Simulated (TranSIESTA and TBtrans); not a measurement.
Run with TranSIESTA and TBtrans (open boundaries, self-consistent; PseudoDojo norm-conserving potentials, scalar-relativistic): PAO.BasisSize DZP, PAO.EnergyShift 0.15 eV, XC.Authors PBE, Mesh.Cutoff 200 Ry, ElectronicTemperature 300 K, TS.Voltage 0.0 eV, TBT.Elecs.Eta 0.001 eV, no spin polarisation.

Junction: Na chain with one C atom inserted. Leads: straight Na chain, spacing 3.135 Å. Geometry: 3 atoms about the centre moved by SIESTA (PBE, DZP) to a largest force of 0.03 eV/Å, all others as built, motion along the axis alone.

Predict: conductance at 300 K (G0 = 2e²/h); thermopower (μV/K); mean T from −0.5 to 0.5 eV.

conductance at 300 K (G0 = 2e²/h): 0.49; thermopower (μV/K): 7.5; mean T from −0.5 to 0.5 eV: 0.48. The straight chain is held at its spacing; free chains may zigzag or dimerise. No spin-polarised start was tried, so a magnetic state, if there is one, is missed.
